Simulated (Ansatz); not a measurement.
Adsorption energy and surface dipole of H on the 1x1 (101) surface of anatase TiO2 (cut with top plane O), one in a 1x1 cell, started at the site 'top O', worked from the runs' numbers; total energies count from the potentials' own zero.

Host crystal: anatase TiO2, with a band gap (PBE, scalar-relativistic without spin-orbit coupling).

These are PBE (plane waves to 420 eV, PAW; Ansatz, an electronic-structure program) values and carry that method's errors.

Model: 19-atom slab, 9.4 Å thick at the start under the adsorbate (thin: gaps and levels are the slab's own), 6x4x1 mesh, Fermi-Dirac 0.01 eV, dipole correction, 7 atoms held, the rest relaxed; no symmetry held; spin-polarised, ending with about 0.3 μB a cell, a value that depends on the mesh; orders that need a larger cell were not tried, no spin-orbit, no U, no dispersion correction. The slab shows no gap over 0.04 eV on its mesh. At the end it is bonded to O. In PBE it is, or lies within 0.03 eV of, the lowest of the starts that converged.

| quantity | value |
|---|---|
| slab with the adsorbate | -21847.044 eV |
| clean slab, same cell and mesh | -21831.434 eV |
| reference, ½ H2(g) | -15.872 eV |
| area of the cell | 19.79 Å² |
| change of the step from the bottom to the top vacuum level | -1.374 eV |

What is the adsorption energy against this reference?

E(slab + adsorbate) − E(slab) − E(reference) = 0.26 eV, so in this state the adsorbate is less stable than in the reference, at a coverage of 5.05 a nm².

What dipole does adsorption add to the slab along the outward normal (Helmholtz relation, ε₀ = 0.005526 e/(V·Å))?

p = −ε₀·A·ΔV = 0.150 e·Å = 0.72 D; its positive end points to the vacuum, which lowers the vacuum level.
